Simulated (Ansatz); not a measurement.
fcc Pt (1 1 1) on rutile TiO2 (1 0 1) (film strained to the substrate, started from cuts of the bulks and a machine-learned relaxation; slabs Ti10O24 and Pt16, which can lie off the formulas)

A periodic stack without vacuum, fcc Pt (1 1 1) on rutile TiO2 (1 0 1) (film strained to the substrate, started from cuts of the bulks and a machine-learned relaxation; slabs Ti10O24 and Pt16, which can lie off the formulas): substrate slab Ti10O24, film Pt16, surface cells [[0, 1], [-1, 0]] and [[-2, 2], [-1, -1]], film strained by -4.5 and -1.9 %, outermost planes O/O and Pt/Pt as cut, which need not be the usual terminations and can put a slab off its formula.

The start was prepared with a machine-learned potential, and the result is one local minimum, with the in-plane cell held and forces under 0.04 eV/Å; the film can end far from its bulk form.

The numbers are results of PBE (plane waves to 420 eV, PAW; Ansatz, a first-principles code), not measurements. Scalar-relativistic, without spin–orbit coupling; the runs are not spin-polarised; PBE gaps are too small against experiment. Its k-point mesh 5×6×1, Fermi–Dirac width 0.05 eV.

```
Quantity                                                                                   Result
--------------------------------------------------------------------------------  ---------------
interface area                                                                            25.6 Å²
period                                                                                    24.43 Å
heights between the nearest atoms of the two slabs at the two interfaces          0.84 and 0.55 Å
O–Pt contacts across the interfaces within 1.22 times the sum of covalent radii   13, mean 2.07 Å
Pt–Ti contacts across the interfaces within 1.22 times the sum of covalent radii   6, mean 3.37 Å
```

```xyz
50
Lattice="5.5069 0.0037 0.1519 0.0006 4.6423 -0.1935 0.2204 -2.5685 24.5687" Properties=species:S:1:pos:R:3 pbc="T T T"
Ti     1.4758    -0.4014     2.8380
Ti     4.2188     1.8318     2.8666
O      4.4680     2.5916     0.5863
O      5.6804     0.5390     2.0201
O      1.6974     2.7296     0.4237
O      2.9134     0.7412     1.9846
Ti     3.1301    -0.3938     5.3778
Ti     0.3970     2.0077     5.1819
O      0.3368     2.8235     3.2899
O      1.5556     0.5209     4.4074
O      3.0888     3.2538     3.3486
O      4.3152     0.9950     4.4719
Ti     4.6852    -0.2488     7.9183
Ti     1.9033     2.0579     7.7771
O      1.8877     2.9015     5.8418
O      3.0699     0.6104     6.9412
O      4.6363     3.3930     5.9028
O      0.3191     1.1204     6.8422
Ti     0.6253    -0.1199    10.3711
Ti     3.4301     2.1810    10.3091
O      3.3914     3.0116     8.4092
O      4.6133     0.7400     9.5020
O      0.6432     3.4936     8.2908
O      1.8571     1.2032     9.4128
Ti     2.3397    -0.1026    12.8323
Ti     4.9965     2.2936    12.9132
O      4.9069     3.1432    10.9431
O      0.6274     0.9157    11.8871
O      2.1224     3.5648    10.9033
O      3.3829     1.2493    11.9249
O      0.8043     3.4634    13.4453
O      2.0038     0.9414    14.5323
O      3.5944     3.4873    13.2852
O      4.7248     1.2573    14.4436
Pt     0.4497    -0.0765    15.3762
Pt     3.3677     1.1851    15.9610
Pt     4.2828     3.4277    16.9619
Pt     1.6118     3.2351    17.0275
Pt     0.1525    -1.2069    19.4952
Pt     2.9426    -1.3409    19.6521
Pt     5.2706     1.1048    17.8998
Pt     2.3793     0.9358    18.3595
Pt     0.6423     1.1559    20.6498
Pt     3.4172     1.0559    20.8803
Pt     4.3415    -1.1656    22.0686
Pt     1.5526    -1.1198    21.9805
Pt     0.5804    -1.3898    24.4692
Pt     3.2838    -1.3567    24.5219
Pt     4.6764     1.2605    23.3965
Pt     1.9232     1.2497    23.2636
```
